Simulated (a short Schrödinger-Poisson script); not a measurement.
System: single InAs/In0.52Al0.48As quantum well.

| layer | material | thickness (nm) |
|---|---|---|
| 1 | In0.52Al0.48As | 20 |
| 2 | InAs | 10 |
| 3 | In0.52Al0.48As | 20 |

Constants are typed, rounded textbook-type inputs, not results; the design itself was drawn at random and stands for no fabricated device. InAs: direct gap (eV) 0.45, conduction-band edge (eV) 0, electron mass (mₑ) 0.03, heavy-hole mass 0.35, light-hole mass 0.035. In0.52Al0.48As: direct gap (eV) 1.45, conduction-band edge (eV) 0.75, electron mass (mₑ) 0.075, heavy-hole mass 0.41, light-hole mass 0.09.

The valence-band edge of each layer lies one gap below its conduction-band edge. The electron's potential energy rises along the stack by the applied field. Mesh 0.03 nm at interfaces.

Q: Estimate e1 and hh1 for infinitely high walls at zero field, and compare with the finite well.

A: ħ²π²/(2mL²) gives 125.3 meV for the electron and 10.7 meV for the heavy hole. The finite well gives 63.9 and 8.2 meV, 0.51 and 0.77 of the estimates, as the states reach into the barriers (2 % of e1 lies outside the well).

Solved with a short Schrödinger-Poisson script written for these runs: one-band effective-mass equation with BenDaniel-Duke matching, electrons, heavy and light holes apart, hard walls at the outer ends, one valence edge for both holes (no strain splitting), no charge, excitons, band mixing or non-parabolicity; under a field the levels are quasi-bound states of a box, listed while three quarters of their weight lies within 4 nm of the wells.
